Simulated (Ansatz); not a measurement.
The reference is CuI in the zinc blende structure (space group F-43m, No. 216; a = 6.023 Å).

The values are results of plane-wave PAW DFT at the r2SCAN level (Ansatz, a first-principles code, 500 eV), without spin-orbit coupling, not measurements.

For the base:

- Hole mass = 0.29, 0.71, 0.71 mₑ (at Γ)

Perturbation: the cell is scaled by 0.9850 in all directions; the atoms relax in the strained cell.

Predict the new energy relative to the base.

The energy rises by 8.0 meV/atom.

Predict the new hole mass.

The hole mass (degenerate bands, along [100]) goes from 0.29, 0.71, 0.71 mₑ (at Γ) to 0.28, 0.65, 0.65 mₑ (at Γ).

With I present, leaving out spin-orbit coupling can change the band edges. The levels and masses belong to the bands next to the band gap. Masses are band curvatures over ±0.01 Å⁻¹ around the edge. No phonon test of stability was made. The final runs are not spin-polarised.
